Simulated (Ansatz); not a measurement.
Structure of amorphous In₉Ga₉Zn₉O₃₈Sn (periodic cell):

```xyz
66
Lattice="8.9187 0.2354 0.0248 0.2354 9.3084 0.0326 0.0248 0.0326 10.0665" Properties=species:S:1:pos:R:3 pbc="T T T"
In     3.5416     9.0434     5.4152
In     8.8294     6.4748     5.5227
In     0.4014     2.4056     0.4450
In     4.6335     5.1249     1.9514
In     1.2610     8.4135     8.2265
In     6.6801     2.3201     2.9073
In     0.9530     2.7571     3.9645
In     2.8532     5.4811     6.5806
In     3.3209     1.4157     2.1223
Ga     7.3091     3.3868     6.1659
Ga     2.2594     6.1253     3.7616
Ga     5.7741     8.0148     2.3588
Ga     1.0174     5.3545     9.1164
Ga     0.2720     8.4705     2.5349
Ga     1.6332     2.4200     7.1373
Ga     6.9330     4.1647     9.5894
Ga     2.7000     7.4829     0.8183
Ga     6.5633     8.2840     7.3767
Zn     7.6433     1.3573     8.4241
Zn     5.6834     1.2308     0.2959
Zn     4.7627     6.5534     8.9560
Zn     7.6818     7.7333     9.9450
Zn     4.2285     3.0508     4.8517
Zn     7.6057     0.4798     5.2745
Zn     8.1667     5.5887     2.3416
Zn     3.8657     0.4431     8.4083
Zn     3.6463     3.5662     9.0795
O      5.2281     4.6810     9.9714
O      8.4458     4.9368     0.2819
O      5.1105     9.3516     6.8088
O      2.2267     7.3443     5.2397
O      4.6840     7.2268     1.0235
O      8.3309     9.2562     7.1043
O      7.1128     7.7625     5.4863
O      6.5432     9.3266     9.1093
O      0.8707     7.0876     9.9852
O      5.2795     0.6149     2.1413
O      7.5822     8.2359     1.7011
O      3.2602     3.3368     6.7548
O      0.1542     2.4401     5.9464
O      0.8779     6.2561     7.3852
O      2.8630     1.5739     4.2888
O      8.1640     3.7905     3.0961
O      0.2804     0.6637     9.4754
O      8.3757     0.8965     3.5447
O      3.2298     8.1012     9.1131
O      2.0495     8.8511     1.9743
O      6.9944     3.1624     7.9973
O      7.1281     2.5563     0.6936
O      2.9328     5.3380     8.8626
O      6.7729     6.7803     8.5308
O      7.1631     5.1266     5.6545
O      1.7314     2.7181     1.9525
O      4.7434     7.9630     3.9873
O      6.2545     2.2493     5.0919
O      3.8525     1.8186     9.8576
O      1.4171     4.7566     4.8457
O      2.1633     0.6214     7.1072
O      0.3612     6.7283     3.3483
O      6.3060     6.1031     2.9425
O      4.0436     5.1189     4.4527
O      4.6741     6.4930     6.8000
O      4.7191     3.1545     2.7066
O      1.1515     3.3656     8.7041
O      2.6381     5.8630     1.9646
Sn     5.6158     6.3495     4.9830
```

Computed with PBE, scalar-relativistic without spin-orbit coupling (plane waves to 420 eV, PAW; Ansatz, an electronic-structure program).

Preparation: random packing, a CHGNet melt and quench, and a DFT relaxation. O atoms were pushed apart under 1.9 Å during the dynamics, to hinder bonds among them. The hot cell started wider than the set density and was brought back towards it in steps. It is the lowest in DFT energy of 2 quenches. It is a model cell: composition and starting density were chosen by hand, and all elements were melted together. No dispersion term was used. Its density started from a set value of 5.91 and ended at 5.92 g/cm³. Cooling (nominally 260 K/ps over its main leg) ran many orders faster than in experiment, which tends to leave more defects and strain. Values belong to this one cell and scatter from quench to quench. Volume and shape were free in the relaxation.

Neighbours within In-In 3.12 Å, In-Ga 2.90 Å, In-Zn 2.90 Å, In-O 2.76 Å, In-Sn 3.09 Å, Ga-Ga 2.68 Å, Ga-Zn 2.68 Å, Ga-O 2.32 Å, Ga-Sn 2.87 Å, Zn-Zn 2.68 Å, Zn-O 2.40 Å, Zn-Sn 2.87 Å, O-O 1.58 Å, O-Sn 2.46 Å, Sn-Sn 3.06 Å count as bonded. Two cations that share two anions don't count as bonded, nor two that share one unless they lie closer than In-In 3.04 Å, In-Ga 2.82 Å, In-Zn 2.82 Å, In-Sn 3.01 Å, Ga-Ga 2.61 Å, Ga-Zn 2.61 Å, Ga-Sn 2.79 Å, Zn-Zn 2.61 Å, Zn-Sn 2.79 Å, Sn-Sn 2.97 Å.

### Question
Give the coordination numbers, mean bond lengths and angles.

### Answer

```
Property                                                          Result
---------------------------------  -------------------------------------
Mean coordination of In by anions    5.89 (2 with 5, 6 with 6, 1 with 7)
Mean coordination of Ga by anions              4.56 (4 with 4, 5 with 5)
Mean coordination of Zn by anions    4.33 (7 with 4, 1 with 5, 1 with 6)
Mean coordination of O             3.66 (14 with 3, 23 with 4, 1 with 5)
Mean coordination of Sn by anions                        6.00 (1 with 6)
Mean In-O bond                      2.237 Å (spread 0.133 Å, 53 counted)
Mean Ga-O bond                      1.942 Å (spread 0.073 Å, 41 counted)
Mean Zn-O bond                      2.067 Å (spread 0.117 Å, 39 counted)
Mean O-Sn bond                       2.096 Å (spread 0.038 Å, 6 counted)
Bond angle at In                               mean 104.0°, spread 29.7°
Bond angle at Ga                               mean 107.2°, spread 22.2°
Bond angle at Zn                               mean 107.3°, spread 22.2°
Bond angle at O                                mean 109.8°, spread 17.4°
Bond angle at Sn                               mean 105.7°, spread 32.0°
```

### Question
List the pairs of like atoms that count as bonded by the rules above.

### Answer
There are none by these rules.
